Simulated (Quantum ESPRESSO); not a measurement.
Input and output of a zone-centre phonon calculation for Mo2Rh (Fmmm, 3 atoms in the cell) (Quantum ESPRESSO).

Method: LDA (PZ), GBRV 1.5 ultrasoft (LDA) pseudopotentials (plane waves; Quantum ESPRESSO).

```yaml
crystal:
  lattice:
    - [0.00000, 1.96783, 6.19018]
    - [1.86970, 0.00000, 6.19018]
    - [1.86970, 1.96783, 0.00000]
  atoms:
    - { symbol: Mo, position: [0.34058, 0.34058, 0.65942] }
    - { symbol: Mo, position: [0.65942, 0.65942, 0.34058] }
    - { symbol: Rh, position: [0.00000, 0.00000, 0.00000] }
```

Reference input (self-consistent single point, DFT, LDA (PZ), plane waves, GBRV 1.5 ultrasoft (LDA) pseudopotentials): ecutwfc = 40 Ry; ecutrho = 320 Ry; occupations = smearing; smearing = gauss; degauss = 0.0073499 Ry; potentials = {Mo: mo_lda_v1.uspp.F.UPF, Rh: rh_lda_v1.4.uspp.F.UPF}; K_POINTS = automatic 6 6 6 0 0 0; conv_thr = 1e-11 Ry; mixing_beta = 0.5. This run's input differs from it in these lines:

```diff
@@ -12,4 +12,4 @@
  ntyp = 2,
- ecutwfc = 40,
- ecutrho = 320,
+ ecutwfc = 60,
+ ecutrho = 480,
  occupations = 'smearing',
```

Step 2 (ph.x):

```fortran
phonons at the zone centre
&inputph
 prefix = 'run',
 outdir = './out',
 tr2_ph = 1.0d-14,
 fildyn = 'dyn.G',
/
0.0 0.0 0.0
```

Output, abridged:

Output of step 1:

```
     Self-consistent Calculation

     iteration #  1     ecut=    60.00 Ry     beta= 0.50

     negative rho (up, down):  5.315E-02 0.000E+00

     total energy              =    -450.20431580 Ry
     estimated scf accuracy    <       0.49776977 Ry

     iteration #  2     ecut=    60.00 Ry     beta= 0.50

     negative rho (up, down):  5.407E-02 0.000E+00

     total energy              =    -449.82639305 Ry
     estimated scf accuracy    <       4.38529763 Ry

     iteration #  3     ecut=    60.00 Ry     beta= 0.50

     negative rho (up, down):  5.420E-02 0.000E+00

     total energy              =    -450.33832254 Ry
     estimated scf accuracy    <       0.56279776 Ry

   [... 9 blocks of this kind left out ...]

     iteration # 13     ecut=    60.00 Ry     beta= 0.50

     negative rho (up, down):  5.482E-02 0.000E+00

     total energy              =    -450.36048009 Ry
     estimated scf accuracy    <          4.3E-11 Ry

     iteration # 14     ecut=    60.00 Ry     beta= 0.50

     negative rho (up, down):  5.482E-02 0.000E+00
     End of self-consistent calculation

     the Fermi energy is    20.5772 ev

!    total energy              =    -450.36048009 Ry
     estimated scf accuracy    <          8.1E-12 Ry
     smearing contrib. (-TS)   =      -0.00030023 Ry
     internal energy E=F+TS    =    -450.36017986 Ry

     convergence has been achieved in  14 iterations

     negative rho (up, down):  5.482E-02 0.000E+00

     Forces acting on atoms (cartesian axes, Ry/au):

     atom    1 type  1   force =     0.00000000    0.00000000    0.01312055
     atom    2 type  1   force =     0.00000000    0.00000000   -0.01312055
     atom    3 type  2   force =     0.00000000    0.00000000    0.00000000

     Total force =     0.018555     Total SCF correction =     0.000005

     negative rho (up, down):  5.482E-02 0.000E+00
          total   stress  (Ry/bohr**3)                   (kbar)     P=     -141.13
  -0.00094655  -0.00000000  -0.00000000         -139.24       -0.00       -0.00
  -0.00000000  -0.00104310  -0.00000000           -0.00     -153.44       -0.00
  -0.00000000   0.00000000  -0.00088859           -0.00        0.00     -130.72

   JOB DONE.
```

Output of step 2:

```
     Reading xml data from directory:

     ./out/run.save/

     G-vector sticks info
     --------------------
     sticks:   dense  smooth     PW     G-vecs:    dense   smooth      PW
     Sum        2339    1173    381                54557    19319    3531

     negative rho (up, down):  5.482E-02 0.000E+00
     Reading collected, re-writing distributed wavefunctions in ./out/

     Number and degeneracy of irreps per q-point
       N         xq(1)         xq(2)         xq(3)   N irreps
       1   0.000000000   0.000000000   0.000000000       9
     No degeneracy

     Calculation of q =    0.0000000   0.0000000   0.0000000
     warning: symmetry operation #  2 not compatible with FFT grid.
   0   1  -1
   1   0  -1
   0   0  -1
     warning: symmetry operation #  3 not compatible with FFT grid.
   0  -1   1
   0  -1   0
   1  -1   0
     warning: symmetry operation #  4 not compatible with FFT grid.
  -1   0   0
  -1   0   1
  -1   1   0
     warning: symmetry operation #  6 not compatible with FFT grid.
   0  -1   1
  -1   0   1
   0   0   1
     warning: symmetry operation #  7 not compatible with FFT grid.
   0   1  -1
   0   1   0
  -1   1   0
     warning: symmetry operation #  8 not compatible with FFT grid.
   1   0   0
   1   0  -1
   1  -1   0

 %%%%%%%%%%%%%%%%%%%%%%%%%%%%%%%%%%%%%%%%%%%%%%%%%%%%%%%%%%%%%%%%%%%%%%%%%%%%%%
     Error in routine phq_setup (1):
     FFT grid incompatible with symmetry
 %%%%%%%%%%%%%%%%%%%%%%%%%%%%%%%%%%%%%%%%%%%%%%%%%%%%%%%%%%%%%%%%%%%%%%%%%%%%%%

     stopping ...
```

The program stopped in the step ph.x before computing anything there. 

The starting cell comes from a database of computed structures (which also holds hypothetical and non-ambient phases and stackings), without a prior relaxation at this level. Its lattice was rescaled by up to half a per cent.
